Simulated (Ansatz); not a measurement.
The structure below was relaxed with r2SCAN in Ansatz (plane waves to 500 eV, PAW, no spin-orbit coupling), at pressure 0.9 GPa.

Space group F-43m (No. 216); a = b = c = 5.640 Å, α = β = γ = 90.00°

| atom | site | symmetry | x | y | z |
|---|---|---|---|---|---|
| Zn | 4a | -43m | 0.0000 | 0.0000 | 0.0000 |
| Se | 4d | -43m | 0.7500 | 0.7500 | 0.7500 |

Problem. Write out a cell with all atoms.

Solution. 
```cif
data_Se4Zn4
_chemical_formula_sum 'Zn4 Se4'
_space_group_name_H-M_alt 'P 1'
_space_group_IT_number 1
_cell_length_a 5.64012
_cell_length_b 5.64012
_cell_length_c 5.64012
_cell_angle_alpha 90.000
_cell_angle_beta 90.000
_cell_angle_gamma 90.000
loop_
_space_group_symop_operation_xyz
  'x, y, z'
loop_
_atom_site_label
_atom_site_type_symbol
_atom_site_fract_x
_atom_site_fract_y
_atom_site_fract_z
_atom_site_occupancy
Zn1 Zn 0.00000 0.00000 0.00000 1
Se1 Se 0.25000 0.25000 0.75000 1
Zn2 Zn 0.00000 0.50000 0.50000 1
Se2 Se 0.25000 0.75000 0.25000 1
Zn3 Zn 0.50000 0.00000 0.50000 1
Se3 Se 0.75000 0.25000 0.25000 1
Zn4 Zn 0.50000 0.50000 0.00000 1
Se4 Se 0.75000 0.75000 0.75000 1
```
This is the conventional cell.

Load acts through the strain it causes; cell and atoms are relaxed under it. Whether these cells are dynamically stable was not tested. The cell was made from ZnSe in the zinc blende structure (space group F-43m, No. 216) by this change: pressure 0.9 GPa.

Ansatz is a first-principles code.
